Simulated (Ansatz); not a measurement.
Take KF in the rock salt structure (space group Fm-3m, No. 225; a = 5.307 Å) as the base.

Calculations: PBEsol (Ansatz, a quantum-chemistry and plane-wave program; PAW; 420 eV plane waves; scalar-relativistic without spin-orbit coupling).

Strains are applied to the cell and any free atomic positions relax.

One change was made to it. Results:

```json
[
 {"quantity": "pressure", "base": "-0.1 kbar", "after": "-17.0 kbar"},
 {"quantity": "band gap", "base": "6.15 eV", "after": "5.86 eV"},
 {"quantity": "energy relative to the base (free energy F)", "base": "0 meV/atom", "after": "+6.5 meV/atom"},
 {"quantity": "electron mass", "base": "0.54 mₑ (at Γ)", "after": "0.54 mₑ (at Γ)"}
]
```

### Question
Which change produced these results?
A. isotropic strain −1.50 %
B. isotropic strain +2.00 %
C. isotropic strain +2.50 %

### Answer
B, isotropic strain +2.00 %. For comparison, the band gap in the other runs: isotropic strain −1.50 % gives 6.39 eV; isotropic strain +2.50 % gives 5.79 eV.

Effective masses come from finite differences of ±0.01 Å⁻¹. Whether these cells are dynamically stable was not tested.
